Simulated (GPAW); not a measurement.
Worked example: self-consistent single point of CuTe (Pmmn, 4 atoms in the cell) in GPAW

Method of the run: LDA (Perdew-Wang 92), GPAW PAW datasets LDA (gpaw-data 1.0.1) (plane waves; GPAW).

Input as run:

```python
from ase import Atoms
from ase.units import GPa
from gpaw import GPAW

atoms = Atoms(['Cu', 'Cu', 'Te', 'Te'],
              cell=[[3.197432, 0.000000, 0.000000],
                    [0.000000, 3.945759, 0.000000],
                    [0.000000, 0.000000, 7.219423]],
              positions=[[0.000000, 1.972879, 3.354072],
                         [1.598716, 0.000000, 3.865351],
                         [0.000000, 0.000000, 1.719883],
                         [1.598716, 1.972879, 5.499540]],
              pbc=True)

calc = GPAW(mode={'name': 'pw', 'ecut': 850},
            xc='LDA',
            kpts={'size': (7, 6, 3), 'gamma': True},
            occupations={'name': 'methfessel-paxton', 'width': 0.136, 'order': 0},
            nbands=-12,
            convergence={'forces': 0.001},
            symmetry={'symmorphic': False, 'tolerance': 0.0005},
            maxiter=150,
            txt='-')

atoms.calc = calc

energy = atoms.get_potential_energy()
print('Energy (eV):', round(energy, 6))
forces = atoms.get_forces()
print('Forces (eV/Ang):')
print(forces.round(5))
stress = atoms.get_stress()
print('Stress (GPa, Voigt):', (stress / GPa).round(4))
```

Output (repeated stretches shortened):

```
Input parameters:
  convergence: {forces: 0.001}
  kpts: {gamma: True,
         size: (7, 6, 3)}
  maxiter: 150
  mode: {ecut: 850,
         name: pw}
  nbands: -12
  occupations: {name: methfessel-paxton,
                order: 0,
                width: 0.136}
  symmetry: {symmorphic: False,
             tolerance: 0.0005}

species:
  Cu:
    name: Copper
    Z: 29.0
    valence: 11
    core: 18
    charge: 0.0
    file: Cu.LDA.gz

    # Using partial waves for Cu as LCAO basis

  Te:
    name: Tellurium
    Z: 52.0
    valence: 6
    core: 46
    charge: 0.0
    file: Te.LDA.gz

    # Using partial waves for Te as LCAO basis

Reference energy: -459177.186381  # eV

Spin-paired calculation

Convergence criteria:
 Maximum [total energy] change in last 3 cyles: 0.0005 eV / valence electron
 Maximum integral of absolute [dens]ity change: 0.0001 electrons / valence electron
 Maximum integral of absolute [eigenst]ate change: 4e-08 eV^2 / valence electron
 Maximum change in the atomic [forces] across last 2 cycles: 0.001 eV/Ang OR
Maximum error relative to the maximum force is below inf
 Maximum number of scf [iter]ations: 150

Symmetries present (total): 8
Symmetries with fractional translations: 4
126 k-points: 7 x 6 x 3 Monkhorst-Pack grid + [0.000000,1/12,0.000000]
32 k-points in the irreducible part of the Brillouin zone
       k-points in crystal coordinates                weights
   0:     0.00000000    0.00000000    0.00000000          1/126
   1:     0.00000000    0.00000000    0.33333333          2/126
   2:     0.00000000    0.16666667    0.00000000          2/126
   [... 7 lines left out ...]
          ...
  31:     0.42857143    0.50000000    0.33333333          4/126

Wave functions: Plane wave expansion
  Cutoff energy: 850.000 eV
  Number of coefficients (min, max): 5090, 5150
  Pulay-stress correction: 0.000000 eV/Ang^3 (de/decut=0.000000)

Occupation numbers: Methfessel-Paxton:
  width: 0.1360  # eV
  order: 0

Eigensolver

Densities:
  Coarse grid: 24*28*49 grid
  Fine grid: 48*56*98 grid
  Total Charge: 0.000000

Density mixing:
  Method: separate
  Backend: pulay
  Linear mixing parameter: 0.05
  old densities: 5
  Damping of long wavelength oscillations: 50

Hamiltonian:
  XC and Coulomb potentials evaluated on a 48*56*98 grid
  External potential:
    NoExternalPotential

Number of atoms: 4
Number of atomic orbitals: 26
Number of bands in calculation: 29
Number of valence electrons: 34
Bands to converge: occupied

Density initialized from atomic densities
  26 bands from LCAO basis set
  3 bands from random numbers

Atomic positions and initial magnetic moments

Positions:
   0 Cu     0.000000    1.972879    3.354072    ( 0.0000,  0.0000,  0.0000)
   1 Cu     1.598716    0.000000    3.865351    ( 0.0000,  0.0000,  0.0000)
   2 Te     0.000000    0.000000    1.719883    ( 0.0000,  0.0000,  0.0000)
   3 Te     1.598716    1.972879    5.499540    ( 0.0000,  0.0000,  0.0000)

Unit cell:
           periodic     x           y           z      points  spacing
  1. axis:    yes    3.197432    0.000000    0.000000    24     0.1332
  2. axis:    yes    0.000000    3.945759    0.000000    28     0.1409
  3. axis:    yes    0.000000    0.000000    7.219423    49     0.1473

  Lengths:   3.197432   3.945759   7.219423
  Angles:   90.000000  90.000000  90.000000

Effective grid spacing dv^(1/3) = 0.1404

     iter     time        total  log10-change:
                         energy   eigst   dens  force
iter:   1 --:--:--   -19.163730
iter:   2 --:--:--   -18.360064   -1.49  -1.26
iter:   3 --:--:--   -17.580122   -1.19  -1.31
iter:   4 --:--:--   -17.442928   -1.86  -1.42
iter:   5 --:--:--   -17.515330   -1.74  -1.58
iter:   6 --:--:--   -17.365082   -1.86  -1.66
iter:   7 --:--:--   -17.348614   -3.22  -2.19
iter:   8 --:--:--   -17.352996c  -2.89  -2.56
iter:   9 --:--:--   -17.347459c  -3.04  -2.51
iter:  10 --:--:--   -17.346834c  -4.40  -2.98
iter:  11 --:--:--   -17.346829c  -6.19  -3.40
iter:  12 --:--:--   -17.346837c  -6.06  -3.46
iter:  13 --:--:--   -17.346909c  -4.86  -3.52
iter:  14 --:--:--   -17.346829c  -5.16  -3.40
iter:  15 --:--:--   -17.346828c  -7.52c -4.15c
iter:  16 --:--:--   -17.346825c  -7.31  -4.26c
iter:  17 --:--:--   -17.346825c  -6.77  -4.36c
iter:  18 --:--:--   -17.346824c  -7.40  -4.35c
iter:  19 --:--:--   -17.346824c  -8.68c -4.56c -1.85
iter:  20 --:--:--   -17.346824c  -8.64c -4.65c -2.93
iter:  21 --:--:--   -17.346824c  -9.42c -4.76c -3.63c

Converged after 21 iterations.

Dipole moment: (-0.000000, -0.000005, 0.000000) |e|*Ang

Energy contributions relative to reference atoms: (reference = -459177.186381)

Kinetic:         -6.570088
Potential:       +3.007120
External:        +0.000000
XC:             -14.030232
Entropy (-ST):   -0.016215
Local:           +0.254484
SIC:             +0.000000
--------------------------
Free energy:    -17.354931
Extrapolated:   -17.346824

Showing only first 2 kpts
 Kpt  Band  Eigenvalues  Occupancy
  0    15      6.38150    0.00002
  0    16      7.34767    0.00000
  0    17      7.82296    0.00000
  0    18      8.81856    0.00000

  1    15      6.06702    0.31157
  1    16      7.47576    0.00000
  1    17      8.61279    0.00000
  1    18      8.82979    0.00000

Fermi level: 5.96971

No gap
No difference between direct/indirect transitions
Energy (eV): -17.346824

Forces in eV/Ang:
  0 Cu    0.00000    0.00000    0.03797
  1 Cu    0.00000    0.00000   -0.03797
  2 Te    0.00000    0.00000    0.09977
  3 Te    0.00000    0.00000   -0.09977

Stress tensor:
     0.012323     0.000000     0.000000
     0.000000     0.014855     0.000000
     0.000000     0.000000     0.012524
Stress (GPa, Voigt): [1.9743 2.3801 2.0065 0.     0.     0.    ]
```

The run converged in 21 iterations. GPAW prints stress with tension positive.

The starting cell comes from a database of computed structures (which also holds hypothetical and non-ambient phases and stackings), without a prior relaxation at this level. Its lattice was rescaled by a random factor within 2.5 % of one. Spin-orbit coupling is off. Spin polarisation is off. The run gives no clean gap (levels at the Fermi energy touch, overlap or are partly filled at this smearing), which alone does not show that the compound is a metal.

Cost on one core of a shared machine: roughly 4 min.
